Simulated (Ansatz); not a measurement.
Consider W in the bcc (W type) structure (space group Im-3m, No. 229; a = 3.1688 Å; relaxed with 0.1 eV smearing). Axes: x, y, z lie along the cube axes.

The values are results of Ansatz (an electronic-structure program), r2SCAN, PAW, cutoff 500 eV, no spin-orbit coupling, not measurements.

Before the change:

* **Shortest interatomic distance**: 2.744 Å
* **Band gap**: zero

One thing is altered: the cell is stretched by 1.24 % along y with no lateral relaxation; the atoms relax in the strained cell.

Problem. How does this affect the shortest interatomic distance, energy relative to the base, stress and band gap?

Solution. The shortest interatomic distance goes up by 0.0114 Å (2.744 Å → 2.756 Å); the energy increases by 4.1 meV/atom; the stress (xx, yy, zz, yz, xz, xy; compression positive) comes out as (-2.5, -6.5, -2.5, 0.0, 0.0, 0.0) GPa; the band gap remains zero.

Stability against distortions was not tested. All final runs are without spin polarisation.
